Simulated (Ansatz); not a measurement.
CdTe: pressure −2 GPa

Start from CdTe in the zinc blende structure (space group F-43m, No. 216; a = 6.5578 Å).

Modification: a negative pressure, −2 GPa.

Computed with Ansatz (a program for electronic structure), r2SCAN, PAW, cutoff 500 eV, no SOC. Settings: 9×9×9 k-points, 0.05 eV Fermi–Dirac smearing.

The density falls by 0.31 g/cm³, from 5.65 g/cm³ to 5.34 g/cm³ and the lattice parameter a rises by 0.125 Å (6.558 Å → 6.683 Å). The shortest interatomic distance grows by 0.054 Å to 2.894 Å and the enthalpy H = E + PV relative to the base's energy amounts to -0.45 eV/atom. The band gap decreases by 0.18 eV, from 1.17 eV to 0.99 eV and the gap character remains direct at Γ. The mean gap deformation potential ΔEg/Δln V comes out as -3.2 eV and the width of the top valence band decreases by 0.22 eV (2.09 eV → 1.87 eV). The electron mass becomes 0.081 mₑ (at Γ) (base: 0.090 mₑ (at Γ)) and the valley order (the lowest conduction-band minima on the path, energy above the VBM, named in the base's zone) goes from Γ 1.17 eV; L along ⟨111⟩ 2.20 eV to Γ 0.99 eV; L along ⟨111⟩ 2.13 eV.

Final structure:

```
CdTe
1.0
    0.00000     3.34139     3.34139
    3.34139     0.00000     3.34139
    3.34139     3.34139     0.00000
Cd Te
1 1
Direct
  0.00000   0.00000   0.00000
  0.25000   0.25000   0.25000
```

Cost of the whole job for the changed cell (relaxation, final SCF and bands): very roughly 50 core-seconds.

Spin-orbit coupling, missing from the scalar runs, can matter with Te. Load acts through the strain it causes; cell and atoms are relaxed under it. Effective masses come from finite differences of ±0.01 Å⁻¹. Stability against distortions was not tested.
